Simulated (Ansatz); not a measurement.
**Pressure series in InAs**

Base system: InAs in the zinc blende structure (space group F-43m, No. 216; a = 6.186 Å).

Cell and atoms are relaxed at each pressure.

Level of theory: PBE (Ansatz, an electronic-structure program; PAW; 420 eV plane waves; no SOC).

Two rows of this table had their results exchanged by mistake.

```csv
pressure,volume per atom (Å³),shortest distance (Å),band gap
pressure −2 GPa,31.01,2.721,zero
pressure −1 GPa,30.26,2.699,zero
pressure 1.8 GPa,28.61,2.649,zero
pressure 4.2 GPa,27.52,2.615,zero
pressure 9 GPa,19.03,2.312,0.69 eV
pressure 18 GPa,23.74,2.489,0.58 eV
pressure 30 GPa,21.86,2.421,0.98 eV
pressure 45 GPa,20.23,2.360,0.87 eV
pressure 60 GPa,25.86,2.561,0.14 eV
```

Q: Which two?

A: The rows for pressure 9 GPa and pressure 60 GPa: the volume has to fall steadily with pressure, so 25.86 Å³ belongs to pressure 9 GPa and 19.03 Å³ to pressure 60 GPa.

A case with no gap was solved on a k-mesh chosen for an insulator, which is coarse for it. Load acts through the strain it causes; cell and atoms are relaxed under it. Stability against distortions was not tested. All final runs are without spin polarisation. Measured, InAs leaves this structure (for rock salt) near 7 GPa (temperature not stated; as listed in Datta, Sujoy, Jana, Debnarayan, arXiv (2020)). The zero or small gap of InAs can change with the level of theory.
